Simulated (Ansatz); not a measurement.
# Equilibrium lattice constant a of rock-salt BeTe (model structure) at several levels of theory

No measured value is used here.

```json
[
 {"level (code)": "LDA (Ansatz)", "value (Å)": "5.263"},
 {"level (code)": "PBE (Ansatz)", "value (Å)": "5.361"},
 {"level (code)": "PBEsol (Ansatz)", "value (Å)": "5.302"},
 {"level (code)": "PBE-D3(BJ) (Ansatz)", "value (Å)": "?"},
 {"level (code)": "PBE-D4 (Ansatz)", "value (Å)": "5.287"},
 {"level (code)": "rVV10 (Ansatz)", "value (Å)": "5.417"},
 {"level (code)": "r²SCAN (Ansatz)", "value (Å)": "?"}
]
```

Some entries are withheld; supply them.


- PBE-D3(BJ) (Ansatz, a program for electronic structure), value (Å): 5.275
- r²SCAN (Ansatz), value (Å): 5.371

Ansatz's density-functional and Hartree–Fock values are scalar-relativistic unless marked +SOC, with PAW data made under PBE.

A model structure was made by putting elements into a prototype or built by hand; it is no filed structure, need not be a known phase, and can be a saddle point held by its symmetry.
